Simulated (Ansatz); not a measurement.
Data:

End structure of the (000-1) surface of wurtzite GaN, N-terminated, 2x2 with 2 H on 4 top atoms (bottom of the slab: 3 H on 4 bottom sites):

```xyz
45
Lattice="6.4370 0.0000 0.0000 -3.2185 5.5746 0.0000 0.0000 0.0000 30.0000" Properties=species:S:1:pos:R:3 pbc="T T T"
Ga     1.5797     0.9462     9.5808
Ga     4.8573     0.9462     9.5808
Ga     0.0000     3.6823     9.5810
Ga     3.2185     3.7166    10.0285
N      0.0000     1.8582    10.3597
N      3.2185     1.8404    10.3284
N     -1.5938     4.6546    10.3282
N      1.5938     4.6546    10.3282
Ga     0.0000     1.8582    12.3103
Ga     3.2185     1.8582    12.3103
Ga    -1.6092     4.6455    12.3103
Ga     1.6092     4.6455    12.3103
N      1.6092     0.9291    12.9566
N      4.8277     0.9291    12.9566
N      0.0000     3.7164    12.9566
N      3.2185     3.7164    12.9566
Ga     1.6093     0.9268    14.9247
Ga     4.8277     0.9268    14.9247
Ga     0.0000     3.7191    14.9271
Ga     3.2185     3.7192    14.9407
N      0.0000     1.8577    15.5729
N      3.2185     1.8577    15.5740
N     -1.6092     4.6465    15.5843
N      1.6092     4.6465    15.5843
Ga     0.0000     1.8596    17.5419
Ga     3.2185     1.8593    17.5442
Ga    -1.6088     4.6429    17.5664
Ga     1.6088     4.6430    17.5664
N      1.6091     0.9379    18.1962
N      4.8279     0.9378    18.1963
N      0.0000     3.7073    18.1901
N      3.2185     3.7076    18.1902
Ga     1.6091     0.8800    20.1724
Ga     4.8278     0.8798    20.1726
Ga     0.0002     3.7419    20.2048
Ga     3.2183     3.7420    20.2054
N      0.0000     1.8461    20.7759
N      3.2185     1.8461    20.7758
N     -1.6092     4.6283    20.6877
N      1.6092     4.6284    20.6886
H      1.6055     0.9320     8.0196
H      4.8315     0.9320     8.0196
H      0.0000     3.7115     8.0198
H      0.0001     1.8338    21.8020
H      3.2184     1.8334    21.8019
```

Slab: 45 atoms, 13.8 Å thick at the start with caps and adatoms (thin: gaps and levels are the slab's own); k 4x4x1, smearing 0.025 eV, dipole-corrected; single point; on the structure that PBE left under its start's symmetry; spin-polarised, ending with about 1.0 μB a cell, a value that depends on the mesh; orders that need a larger cell were not tried, no spin-orbit, no U. The slab shows no gap on its mesh. The program's check for a lower electronic state was not made. It is one candidate, not shown to be the stable structure of the face.

### Question
Predict the work function of the top face from Ansatz (a quantum-chemistry and plane-wave program) with r2SCAN, at the PBE geometry and the start's symmetry.

### Answer
4.61 eV
